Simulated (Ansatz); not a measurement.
The starting structures come from a database of crystals and need not be the phases stable at ambient conditions.

 Where the default PAW files enter, the runs use the earlier of Ansatz's two default sets.

## Evanescent states of Li2PdF6 (P4_2/mnm, not sure to be the ambient phase, 18 atoms a cell, 10.5 Å³ an atom) along the normal of (001)

Computed with r2SCAN (plane waves, PAW; Ansatz, an electronic-structure program).

The gap is the functional's own. No spin-orbit coupling. Mid-gap values are interpolated on the energy grid.

Energies count from the valence-band top; κ is the least over a 8×8 mesh across the current.

| E (eV) | κ (1/Å) | where |
|---|---|---|
| 0.07 | 0.333 | Γ |
| 0.20 | 0.412 | Γ |
| 0.33 | 0.459 | Γ |
| 0.46 | 0.491 | Γ |
| 0.58 | … | Γ |
| 0.71 | … | Γ |
| 0.84 | … | Γ |
| 0.97 | … | Γ |
| 1.10 | … | Γ |
| 1.24 | … | Γ |
| 1.36 | … | Γ |
| 1.50 | … | Γ |
| 1.62 | … | Γ |
| 1.75 | … | off Γ |
| 1.89 | … | off Γ |
| 2.02 | 0.516 | off Γ |
| 2.15 | 0.494 | off Γ |
| 2.27 | 0.464 | off Γ |
| 2.40 | 0.341 | Γ |

Task: Complete the blanks.

Result: 
- 0.58, κ (1/Å): 0.515
- 0.71, κ (1/Å): 0.532
- 0.84, κ (1/Å): 0.545
- 0.97, κ (1/Å): 0.555
- 1.10, κ (1/Å): 0.561
- 1.24, κ (1/Å): 0.564
- 1.36, κ (1/Å): 0.564
- 1.50, κ (1/Å): 0.562
- 1.62, κ (1/Å): 0.557
- 1.75, κ (1/Å): 0.549
- 1.89, κ (1/Å): 0.534
